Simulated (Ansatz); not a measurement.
Ge on a cation site across 5 hosts. All values below come from PBE, PAW (plane waves to 420 eV; Ansatz, a quantum-chemistry and plane-wave program). Charged cells are image-corrected; levels hold to tenths of an eV, spin–orbit coupling is left out, only levels at least 0.1 eV inside the gap count (those within 0.2 eV of an edge may still be shallow), and each defect is the lowest state found from one start.

| host | site at the start | sites, k-points | gap (eV) | localised charge states | levels above the VBM (eV) |
|---|---|---|---|---|---|
| wurtzite GaN | the Ga site | 96, 2×2×2 shifted | 1.71 | +1 | none; +1 throughout |
| corundum | the Al site | 120, 2×2×2 Γ-centred | 5.85 | +1, 0, −1 | (+1/−1) 4.07 |
| zinc-blende BP | the B site | 64, 2×2×2 shifted | 1.25 | +1 | none; +1 throughout |
| metastable 2H silicon carbide | the Si site | 96, 2×2×2 shifted | 2.31 | 0 | none; 0 throughout |
| metastable zinc-blende GaN | the Ga site | 64, 2×2×2 shifted | 1.54 | +1 | none; +1 throughout |

The lowest level as a share of the gap: corundum: 4.07 / 5.85 = 0.70. No level in wurtzite GaN, zinc-blende BP, metastable 2H silicon carbide, metastable zinc-blende GaN.
